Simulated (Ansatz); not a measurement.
Here is the system:

```yaml
crystal:
  lattice:
    - [3.90406, 0.00000, 0.00000]
    - [0.00000, 3.90406, 0.00000]
    - [0.00000, 0.00000, 3.90406]
  atoms:
    - { symbol: Zr, position: [0.00000, 0.00000, 0.00000] }
    - { symbol: Rh, position: [0.50000, 0.50000, 0.00000] }
    - { symbol: Rh, position: [0.00000, 0.50000, 0.50000] }
    - { symbol: Rh, position: [0.50000, 0.00000, 0.50000] }
```

Calculation: PBEsol, DFPT electron-phonon coupling, linearised Boltzmann equation (plane waves, PAW, scalar-relativistic; Ansatz, a quantum-chemistry and plane-wave program). Geometry: relaxed with this functional, without spin-orbit coupling.

Question: Predict the intrinsic resistivity at 300 K.

Answer: 11.5 μΩ·cm.

Question: How long is the mean free path there?

Answer: 7.5 nm, weighted by the current that each state carries. Wires not much wider than this gain resistivity from their walls.

A metal at this level (no band gap). Only scattering by harmonic phonons is included (no impurities, grain boundaries, electron-electron scattering or thermal expansion). Spin-orbit coupling is left out. Halving the electron mesh (24x24x24) moves the resistivity by up to 2 % at 300 K, the mean free path by up to 3 %. Smearing 0.20 eV; phonons on a 4x4x4 q mesh, which this run doesn't test.

Formula and space group known from diffraction (Crystallography Open Database), not checked to be the room-temperature form: ZrRh3 (Pm-3m).
